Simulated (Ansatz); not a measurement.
Results of LDA in Ansatz (plane waves, PAW) for SiC (model structure, started from the NiAs type, P6₃/mmc, No. 194, 4 atoms in the cell).

Numerical settings: plane-wave cutoff 520 eV, 18×18×12 k mesh (along the axes of the cell as run), Fermi–Dirac smearing 0.05 eV, scalar-relativistic PAW data made under PBE.

Cell (relaxed at this level):

```
CSi
1.0
    2.83272     0.00000     0.00000
   -1.41636     2.45321     0.00000
    0.00000     0.00000     4.70363
Si C
2 2
Direct
  0.00000   0.00000   0.00000
  0.00000   0.00000   0.50000
  0.33333   0.66667   0.25000
  0.66667   0.33333   0.75000
```

Estimate the bulk modulus B0 that the calculation returns.


bulk modulus B0: 267 GPa

The run finds no gap.

Note: the bulk modulus is −V dP/dV from two relaxed cells at ±2 % in volume; the relaxation could raise the start's symmetry but not lower it, so the cell can be a saddle point.

It cost very roughly 100 core-seconds of CPU time.

A model structure was made by putting elements into a prototype or built by hand; it is no filed structure, need not be a known phase, and can be a saddle point held by its symmetry.

Ansatz is a program for electronic structure.
